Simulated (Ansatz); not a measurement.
# CaZnF4 (I4₁/a, No. 88, 12 atoms in the cell; start COD 1529060)

Calculation: r²SCAN (Ansatz, a program for electronic structure, PAW).

Numerical settings: plane-wave cutoff 560 eV, 10×10×10 k mesh, Fermi–Dirac smearing 0.01 eV, scalar-relativistic PAW data made under PBE.

Cell (measured lattice):

```yaml
crystal:
  lattice:
    - [-2.66150, 2.66150, 5.50600]
    - [2.66150, -2.66150, 5.50600]
    - [2.66150, 2.66150, -5.50600]
  atoms:
    - { symbol: Zn, position: [0.75000, 0.25000, 0.50000] }
    - { symbol: Zn, position: [0.00000, 0.00000, 0.00000] }
    - { symbol: Ca, position: [0.25000, 0.75000, 0.50000] }
    - { symbol: Ca, position: [0.50000, 0.50000, 0.00000] }
    - { symbol: F, position: [0.17300, 0.74800, 0.10500] }
    - { symbol: F, position: [0.81800, 0.42300, 0.92500] }
    - { symbol: F, position: [0.64300, 0.06800, 0.89500] }
    - { symbol: F, position: [0.49800, 0.89300, 0.07500] }
    - { symbol: F, position: [0.57700, 0.50200, 0.39500] }
    - { symbol: F, position: [0.93200, 0.82700, 0.57500] }
    - { symbol: F, position: [0.10700, 0.18200, 0.60500] }
    - { symbol: F, position: [0.25200, 0.35700, 0.42500] }
```

- band gap: 5.99 eV (direct)

Note: the file's cell can be that of a phase stable at another temperature; cell and atoms aren't relaxed at this level (largest force component 0.20 eV/Å, pressure -1.7 GPa).

It cost around 5 core-minutes (rough) of CPU time.
